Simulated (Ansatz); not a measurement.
We consider A15 V3Si (cubic form, which distorts at low temperature), described by PBEsol-D3(BJ) (plane waves, PAW; Ansatz, a quantum-chemistry and plane-wave program).

Run with plane-wave cutoff 520 eV, 12×12×12 k mesh, Fermi–Dirac smearing 0.05 eV, no spin polarisation, scalar-relativistic PAW data made under PBE.

Pressure at four volumes; x = ln(V/12.086 Å³). One pressure is withheld.

| V (Å³/atom) | x | P (GPa) |
|---|---|---|
| 11.361 | -0.0619 | ? |
| 11.602 | -0.0409 | 9.77 |
| 12.086 | 0.0000 | -0.12 |
| 12.811 | 0.0583 | -11.72 |

Problem. Pass a parabola P(x) through the three rows shown, estimate the bulk modulus and its pressure derivative near zero pressure, and predict the withheld pressure.

Solution. Slopes between the rows: (-0.12 − (9.77))/(0.0000 − (-0.0409)) = -241.81 and (-11.72 − (-0.12))/(0.0583 − (0.0000)) = -198.97 GPa. Their difference over the span 0.0992 is c = 42.84/0.0992 = 431.9 GPa, so P(x) = 9.77 + (-241.81)(x − (-0.0409)) + 431.9 (x − (-0.0409))(x − (0.0000)). At the middle row B = −dP/dx = −[-241.81 + 431.9 × 0.0409] = 224.1 GPa, and B′ = dB/dP = 2c/B = 3.9. At x = -0.0619 the parabola gives 15.41 GPa; the run gives 15.50 GPa. The Birch–Murnaghan fit to the energies at all volumes has B0 = 224 GPa and B′ = 4.0.

Measured, for comparison: bulk modulus 171 GPa (300 K, not corrected to a static lattice, our sources range from 171 to 176; as tabulated in Lu and Klein (1997), arXiv:cond-mat/9704251). Computed (rounded) less measured: bulk modulus +31 % (+27 % to +31 % over the range).

Note: symmetry holds this phase in the static calculation, where it need not be a minimum.
